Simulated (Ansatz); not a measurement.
We consider C11b WSi₂, described by PBEsol+SOC (Ansatz, a program for electronic structure, PAW).

Settings: plane-wave cutoff 520 eV, 24×24×24 k mesh, Fermi–Dirac smearing 0.05 eV, PAW data made under PBE.

The cell is scaled about its equilibrium volume:

Shape and atoms are relaxed at each volume.

```
V (Å³/atom)  P (GPa)  c (Å)  a (Å)
-----------  -------  -----  -----
12.820         10.28  7.724  3.156
13.087          4.86  7.769  3.179
13.354         -0.01  7.814  3.202
13.621         -4.38  7.858  3.225
13.888         -8.30  7.902  3.247
```

Note: the bulk modulus comes from volumes at which shape and atoms were relaxed.
